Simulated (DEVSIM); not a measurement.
Device: isotype n-n heterojunction Al0.15Ga0.85As/GaAs, at 300 K.

Layer 1 from the left is Al0.15Ga0.85As, thickness (μm) 1.20, Nd (cm⁻³) 2e16, τn (s) 2.4e-9, τp (s) 2.4e-9. Layer 2 from the left is GaAs, thickness (μm) 0.620, Nd (cm⁻³) 1.2e16, τn (s) 2.4e-9, τp (s) 2.4e-9.

Left contact: ohmic. Right contact: ohmic. Voltage is applied to the left contact. Recombination: SRH at mid-gap, radiative, Auger. Mobility is μmin + (μ − μmin)/(1 + (N/Nref)^α).

The device is made up for the run: typed textbook-type constants, with dimensions and the other settings drawn at random. Values at 300 K.

Al0.15Ga0.85As: gap (eV) 1.611, affinity (eV) 3.9515, permittivity 12.47, Nc (cm⁻³) 5.6e17, Nv (cm⁻³) 9e18, μn (cm²/Vs) 5695, μp (cm²/Vs) 282, μn,min 500, μp,min 20, Nref,n 6e16, Nref,p 1.5e17, αn 0.39, αp 0.38, B (cm³/s) 2e-10, Cn (cm⁶/s) 1e-30, Cp (cm⁶/s) 1e-30. GaAs: gap (eV) 1.424, affinity (eV) 4.07, permittivity 12.9, Nc (cm⁻³) 4.7e17, Nv (cm⁻³) 9e18, μn (cm²/Vs) 8500, μp (cm²/Vs) 400, μn,min 500, μp,min 20, Nref,n 6e16, Nref,p 1.5e17, αn 0.39, αp 0.38, B (cm³/s) 2e-10, Cn (cm⁶/s) 1e-30, Cp (cm⁶/s) 1e-30.

DEVSIM, 1D drift-diffusion, Boltzmann statistics, complete ionisation; no tunnelling, impact ionisation, image-force lowering or self-heating. Band offsets follow the typed affinities; no thermionic-emission limit at abrupt steps, no polarisation charge.

### Question
What does the simulation give for the potential step across the device at zero bias?

### Answer
potential step across the device at zero bias 0.127 V.
